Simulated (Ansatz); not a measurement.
## A computed series for Se: response to strain

Base system: Se (space group P3_121, No. 152; a = 4.507 Å, c = 4.989 Å; made of chains). Axes: x lies along a and z along c of the hexagonal cell.

Strains are applied to the cell and any free atomic positions relax; under biaxial strain the out-of-plane vector relaxes too; under stress the whole cell relaxes.

All numbers come from r2SCAN, PAW, 500 eV (Ansatz, a first-principles code; no spin-orbit coupling), earlier PAW set.

| case | shortest interatomic distance | band gap | smallest direct gap | electron mass |
|---|---|---|---|---|
| base | 2.373 Å | 1.33 eV | 1.55 eV | 0.18 mₑ along c, 0.43 mₑ across (at H) |
| biaxial strain −3.27 %, plane normal [001], relaxed out of plane | 2.383 Å | 1.10 eV | 1.27 eV | 0.15 mₑ out of plane, 0.32 mₑ in plane (at H) |
| biaxial strain −2.46 %, plane normal [001], relaxed out of plane | 2.380 Å | 1.16 eV | 1.34 eV | 0.15 mₑ out of plane, 0.35 mₑ in plane (at H) |
| biaxial strain +0.86 %, plane normal [001], relaxed out of plane | 2.371 Å | 1.39 eV | 1.61 eV | 0.19 mₑ out of plane, 0.47 mₑ in plane (at H) |
| biaxial strain +3.29 %, plane normal [001], relaxed out of plane | 2.365 Å | 1.54 eV | 1.77 eV | 0.21 mₑ out of plane, 0.56 mₑ in plane (at H) |
| isotropic strain −1.02 % | 2.371 Å | 1.38 eV | 1.61 eV | 0.18 mₑ along c, 0.41 mₑ across (at H) |
| isotropic strain +0.66 % | 2.375 Å | 1.30 eV | 1.50 eV | 0.17 mₑ along c, 0.45 mₑ across (at H) |
| uniaxial strain ε_xx = +0.59 % | 2.372 Å | 1.34 eV | 1.55 eV | 0.18 mₑ along z, 0.44 mₑ across (at H) |
| uniaxial stress, 8 GPa tension along z | 2.448 Å | zero | – | – |
| tensor shear ε_xz = −1.94 % | 2.371 Å | 1.39 eV | 1.65 eV | – |

The mesh was chosen for an insulator and is coarse for the gapless case. Effective masses come from finite differences of ±0.01 Å⁻¹. Stability under load was not tested beyond the relaxation. No dispersion term is included, though the crystal is made of layers, chains or molecules, so its spacings can come out too wide. A zero or small gap of Se under uniaxial stress, 8 GPa tension along z can be the functional's error rather than a property of the material.
